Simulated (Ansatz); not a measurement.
# InSe (P-6m2, No. 187; cell taken from a computed entry)

These are PBEsol (Ansatz, a first-principles code, PAW) values and carry that method's errors.

Run with plane-wave cutoff 520 eV, 12×12×2 k mesh (along the axes of the cell as run), Fermi–Dirac smearing 0.01 eV, scalar-relativistic PAW data made under PBE.

Cell (relaxed with PBEsol):

```
CELL_PARAMETERS angstrom
      4.00811     0.00000     0.00000
     -2.00405     3.47112     0.00000
      0.00000     0.00000    16.87132
ATOMIC_POSITIONS crystal
  In 0.00000 0.00000 0.58227
  In 0.00000 0.00000 0.41773
  In 0.33333 0.66667 0.91774
  In 0.33333 0.66667 0.08226
  Se 0.66667 0.33333 0.84203
  Se 0.66667 0.33333 0.15797
  Se 0.33333 0.66667 0.65797
  Se 0.33333 0.66667 0.34203
```

```json
{
  "band_gap": "0.37 eV"
}
```

Note: the cell comes from a level without a dispersion term, which matters for the spacing of layers, chains or molecules; this cell isn't known to be the ambient phase, and symmetry holds it in the calculation; the cell has widely spaced layers and the level no dispersion term, so their spacing and the moduli can rest on weak binding.

Spin–orbit coupling is not included.

Computed values are for the static lattice.

It cost very roughly 2.4 core-minutes of CPU time.
